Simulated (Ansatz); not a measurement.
A series of runs on Lu8Te (P1, 9 atoms in the cell)

```
Lu8Te
1.0
    8.96265     0.00000     0.00000
   -4.48133     7.76188     0.00000
    0.00000     0.00000     3.69615
Lu Te
8 1
Direct
  0.72197   0.73417   0.96860
  0.01520   0.28964   0.99697
  0.28587   0.99628   0.00347
  0.60373   0.99809   0.51458
  0.39241   0.38024   0.52477
  0.01072   0.61327   0.49428
  0.31978   0.65715   0.02129
  0.66107   0.32555   0.00247
  0.98926   0.00562   0.47358
```

Base run A: PBEsol, default PAW files made with PBE run with Ansatz (an electronic-structure program), self-consistent single point.

Its settings: basis.ecutwfc = 420 eV; kpoints.mp_grid.grid = 2 2 4; hamiltonian.xc = pbesol; hamiltonian.pseudopotentials = {kind: paw} (the program's default PAW files); scf.occupations.method = cold; scf.occupations.width = 0.2 eV.

The starting cell comes from a database of computed structures (which also holds hypothetical and non-ambient phases and stackings), without a prior relaxation at this level. Its atoms were displaced at random from the sites of space group no. 189. In the base run, forces exceed 1 eV/Å. Ansatz's pressure includes its estimate of the finite-basis (Pulay) stress. The run gives no clean gap (levels at the Fermi energy touch, overlap or are partly filled at this smearing), which alone does not show that the compound is a metal. Without a gap this mesh is coarse (it stands for a supercell whose shortest vector is 15 Å).

ΔF is the free energy per atom less that of run A. 

Run A gave: pressure (GPa) -1.82; largest force (eV/Å) 1.167; TS (meV/atom) -1.2.

Runs:
- B: scf.occupations.width = 0.002 eV
- C: scf.occupations.width = 0.01 eV
- D: scf.occupations.width = 0.025 eV
- E: scf.occupations.width = 0.05 eV
- F: scf.occupations.width = 0.1 eV
- G: scf.occupations.width = 0.15 eV
- H: scf.occupations.width = 0.3 eV
- I: scf.occupations.width = 0.5 eV
- J: scf.occupations.width = 0.8 eV

Task: What does run G change against A?

Result: The free energy stays essentially unchanged (within 1 meV/atom), the pressure hardly changes (-1.82 to -1.80 GPa) and the largest force goes from 1.167 to 1.185 eV/Å.

Task: What does run H change against A?

Result: The free energy is nearly the same (within 1 meV/atom), the pressure moves little (-1.82 to -1.88 GPa) and the largest force goes from 1.167 to 1.139 eV/Å.

```csv
run,ΔF (meV/atom),pressure (GPa),largest force (eV/Å),TS (meV/atom)
A,0.00,-1.82,1.167,-1.2
B,-2.3,-1.78,1.204,0.0
C,-2.3,-1.78,1.204,0.0
D,-2.4,-1.78,1.204,0.1
E,-2.3,-1.77,1.218,-0.9
F,-1.22,-1.78,1.203,-2.1
G,-0.41,-1.80,1.185,-1.7
H,0.64,-1.88,1.139,-2.3
I,1.65,-1.98,1.108,0.6
J,-2.8,-1.85,1.089,23.8
```

Keys are those of Ansatz 0.2.
